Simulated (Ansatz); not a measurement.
Start from KTaO$_{3}$ in the cubic perovskite structure (space group Pm-3m, No. 221).

```yaml
crystal:
  lattice:
    - [3.95200, 0.00000, 0.00000]
    - [0.00000, 3.95200, 0.00000]
    - [0.00000, 0.00000, 3.95200]
  atoms:
    - { symbol: K, position: [0.00000, 0.00000, 0.00000] }
    - { symbol: Ta, position: [0.50000, 0.50000, 0.50000] }
    - { symbol: O, position: [0.50000, 0.00000, 0.50000] }
    - { symbol: O, position: [0.00000, 0.50000, 0.50000] }
    - { symbol: O, position: [0.50000, 0.50000, 0.00000] }
```

Cartesian axes are those of the cell as printed.

Method: Ansatz (a first-principles code), LDA, PAW, cutoff 420 eV, no SOC.

The change: every lattice vector is stretched by 1.80 %; the atoms relax in the strained cell.

Predict the stress tensor and what it implies for the stiffness.

Stress of the strained cell less that of the base (GPa, compression positive):
```
 -10.37    0.00    0.00
   0.00  -10.37    0.00
   0.00    0.00  -10.37
```

Then B = −ΔP/(ΔV/V₀) with ΔV/V₀ = 0.0550 gives secant stiffness values (nonlinear terms included at this strain): B ≈ 189 GPa.

As a check, the harmonic strain energy −½ V₀ Δσ:ε is 22 meV/atom; the computed energy rise is 23 meV/atom.

Whether these cells are dynamically stable was not tested.
